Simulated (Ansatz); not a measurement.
Reference: BaF2 (Fm-3m), r2SCAN, rigid bands (plane waves, PAW, scalar-relativistic; Ansatz, a first-principles code); geometry: cell and atoms relaxed with PBEsol.

```cif
data_BaF2
_chemical_formula_sum 'Ba1 F2'
_space_group_name_H-M_alt 'P 1'
_space_group_IT_number 1
_cell_length_a 4.33982
_cell_length_b 4.33982
_cell_length_c 4.33982
_cell_angle_alpha 60.000
_cell_angle_beta 60.000
_cell_angle_gamma 60.000
loop_
_space_group_symop_operation_xyz
  'x, y, z'
loop_
_atom_site_label
_atom_site_type_symbol
_atom_site_fract_x
_atom_site_fract_y
_atom_site_fract_z
_atom_site_occupancy
Ba1 Ba 0.00000 0.00000 0.00000 1
F1 F 0.25000 0.25000 0.25000 1
F2 F 0.75000 0.75000 0.75000 1
```

| Quantity | Value |
|---|---|
| band gap | 7.53 eV |
| electron conductivity mass | 0.51 mₑ |
| hole conductivity mass | 4.6 mₑ |
| Seebeck coefficient, n-type 1e19 cm⁻³ | -215 μV/K |

Task: Replace Ba by Ca on the same sites and relax. What happens?

Result: CaF₂ (Fm-3m): volume per atom 19.3 to 13.3 Å³; band gap rises (7.53 eV to 8.10 eV); electron conductivity mass rises (0.51 mₑ to 0.57 mₑ); hole conductivity mass falls (4.6 mₑ to 2.1 mₑ); Seebeck coefficient, n-type 1e19 cm⁻³ rises in size (-215 μV/K to -228 μV/K).

Task: Swap Ba for Cd, keeping the structure type. How do these values move?

Result: CdF2 (Fm-3m): volume per atom 19.3 to 13.0 Å³; band gap falls (7.53 eV to 3.80 eV); electron conductivity mass falls (0.51 mₑ to 0.41 mₑ); hole conductivity mass falls (4.6 mₑ to 3.0 mₑ); Seebeck coefficient, n-type 1e19 cm⁻³ falls in size (-215 μV/K to -189 μV/K).

Moves up to 5 % count as about the same. Masses are for dilute carriers at 300 K, harmonic means over directions unless an axis is named. Seebeck coefficients are for the stated density at 300 K, with one relaxation time for all states and whether or not that doping can be reached. Spin-orbit coupling is left out.

Formula and space group known from diffraction (Crystallography Open Database), not checked to be the room-temperature form: CdF2 (Fm-3m).
